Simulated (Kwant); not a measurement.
Model system: wire with a row of barriers in a GaN two-dimensional gas. Effective mass 0.22 mₑ, grid spacing 3 nm, hard walls, nominal width 60 nm (19 grid rows, so walls 60 nm apart), one parabolic valley, scattering region 300 nm long along x; energies count from the band bottom; Fermi energy swept from 0.00037983 to 0.0045105 eV. 2 barrier(s) across the wire, height 0.027 eV, thickness 12 nm (about 4 grid columns), spaced by 36 nm.

Constants are typed, rounded textbook-type inputs, not results; the design itself was drawn at random and stands for no fabricated device.

Computed with Kwant: effective-mass tight-binding model on a square grid, one spin, coherent transport at 0 K. Conductance is in e²/h.

How many channels do the leads carry at E = 2.93 meV?

The hard-wall thresholds are n² ħ²π²/(2mW²) = n² × 0.475 meV with W = 60 nm. √(2.93/0.475) = 2.48, so 2.
